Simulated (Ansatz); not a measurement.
## How far PBE and PBEsol part for InSb, Sb → P

Base system: InSb in the zinc blende structure (space group F-43m, No. 216; a = 6.635 Å).

(Cell as relaxed with PBE.)

Levels (all Ansatz, a first-principles code, PAW, earlier PAW set): PBE (420 eV, scalar-relativistic without spin-orbit coupling); PBEsol (420 eV, no SOC).

Each level relaxes its own structure.

| base | PBE | PBEsol |
|---|---|---|
| volume per atom | 36.51 Å³ | 34.64 Å³ |
| lattice parameter a | 6.635 Å | 6.520 Å |
| band gap | zero | zero |

One thing is altered: every Sb is replaced by P, then cell and atoms are relaxed.

| quantity | PBE | PBEsol |
|---|---|---|
| lattice parameter a | 5.960 Å | (withheld) |
| band gap | 0.44 eV | (withheld) |
| hole mass (degenerate bands, along [100]) | 0.037, 0.46, 0.46 mₑ (at Γ) | (withheld) |

Task: Given the PBE results, estimate those of PBEsol.

Result: 
- lattice parameter a, PBEsol: 5.879 Å
- band gap, PBEsol: 0.56 eV
- hole mass (degenerate bands, along [100]), PBEsol: 0.045, 0.43, 0.43 mₑ (at Γ)

PBE's lattice parameter a lies 0.081 Å above PBEsol's (1.4 %); PBE's band gap lies 0.12 eV below PBEsol's. Neither level is exact; PBEsol is the comparison here, not a measurement.

With Sb present, leaving out spin-orbit coupling can change the band edges. Masses are band curvatures over ±0.01 Å⁻¹ around the edge. Whether these cells are dynamically stable was not tested. All final runs are without spin polarisation. The zero or small gap of InSb can change with the level of theory.
